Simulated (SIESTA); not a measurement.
A self-consistent single point of CoSnO₃ (R-3, 10 atoms in the cell) with SIESTA.

Computed with LDA PW92+U, numerical atomic orbitals DZP, PseudoDojo LDA standard norm-conserving potentials (rewritten from UPF to PSML) in SIESTA.

```yaml
crystal:
  lattice:
    - [2.67959, 1.54706, 4.74894]
    - [-2.67959, 1.54706, 4.74894]
    - [0.00000, -3.09413, 4.74894]
  atoms:
    - { symbol: Co, position: [0.35852, 0.35852, 0.35852], spin: 3.0 }
    - { symbol: Co, position: [0.64148, 0.64148, 0.64148], spin: 3.0 }
    - { symbol: Sn, position: [0.14715, 0.14715, 0.14715] }
    - { symbol: Sn, position: [0.85285, 0.85285, 0.85285] }
    - { symbol: O, position: [0.04882, 0.75644, 0.44805] }
    - { symbol: O, position: [0.95118, 0.24356, 0.55195] }
    - { symbol: O, position: [0.44805, 0.04882, 0.75644] }
    - { symbol: O, position: [0.55195, 0.95118, 0.24356] }
    - { symbol: O, position: [0.75644, 0.44805, 0.04882] }
    - { symbol: O, position: [0.24356, 0.55195, 0.95118] }
```
(The spins are starting values, not results.)

Reference input (self-consistent single point, DFT, LDA PW92+U, numerical atomic orbitals DZP, PseudoDojo LDA standard norm-conserving potentials (rewritten from UPF to PSML)): XC.functional = LDA; XC.authors = PW92; potentials = PseudoDojo LDA standard; PAO.BasisSize = DZP; PAO.EnergyShift = 0.005 Ry; MeshCutoff = 300 Ry; kgrid.MonkhorstPack = 4 4 4 shifted by 0.5 0.5 0.5; OccupationFunction = FD; ElectronicTemperature = 1578.21 K; Spin = polarized; DFTU.ProjectorGenerationMethod = 2; DFTU.CutoffNorm = 0.9. This run's input differs from it in these lines:

```diff
@@ -37,5 +37,5 @@
 %block kgrid.MonkhorstPack
-    4   0   0  0.5
-    0   4   0  0.5
-    0   0   4  0.5
+    3   0   0  0.5
+    0   3   0  0.5
+    0   0   3  0.5
 %endblock kgrid.MonkhorstPack
```

Output (repeated stretches shortened):

```
        iscf     Eharris(eV)        E_KS(eV)     FreeEng(eV)     dDmax    Ef(eV) dHmax(eV)
   scf:    1   -15108.764797   -15224.609335   -15225.021867  0.734200 -2.765128 30.638799
     spin moment: {S} , |S| = {        0.0        0.0    8.15227 }     8.15227
   scf:    2   -15289.631046   -15272.708013   -15273.145395  0.713195 -4.410692  5.146569
     spin moment: {S} , |S| = {        0.0        0.0    6.14361 }     6.14361
   scf:    3   -15278.335257   -15275.830913   -15276.264777  0.025148 -4.596342  4.105234
     spin moment: {S} , |S| = {        0.0        0.0    6.10814 }     6.10814
   [... lines left out ...]
hubbard_term: maximum change in local occup.    0.131229
hubbard_term: recalculating Hamiltonian
   scf:  148   -15279.089263   -15279.096466   -15279.343263  0.003305 -5.222582  0.754139
     spin moment: {S} , |S| = {        0.0        0.0    6.00328 }     6.00328
   scf:  149   -15278.760228   -15278.993513   -15279.296317  0.091937 -5.237788  0.884097
     spin moment: {S} , |S| = {        0.0        0.0    6.00292 }     6.00292
   scf:  150   -15279.036412   -15279.006642   -15279.303211  0.012479 -5.237227  0.869510
     spin moment: {S} , |S| = {        0.0        0.0    6.00294 }     6.00294
SCF_NOT_CONV: SCF did not converge in maximum number of steps (required).
SCF_NOT_CONV: SCF did not converge in maximum number of steps (required).
Geom step, scf iteration, dDmax, dHmax:    0   150      0.012479     0.063908
Geom step, scf iteration, dDmax, dHmax:    0   150      0.012479     0.063908

ABNORMAL_TERMINATION
ABNORMAL_TERMINATION
Stopping Program from Node:    0
Stopping Program from Node:    0
```

The run ended unconverged after 150 iterations. 

The starting cell comes from a database of computed structures (which also holds hypothetical and non-ambient phases and stackings), without a prior relaxation at this level. Values carry the incompleteness of an atom-centred basis.

Cost on one core of a shared machine: roughly 10 min.
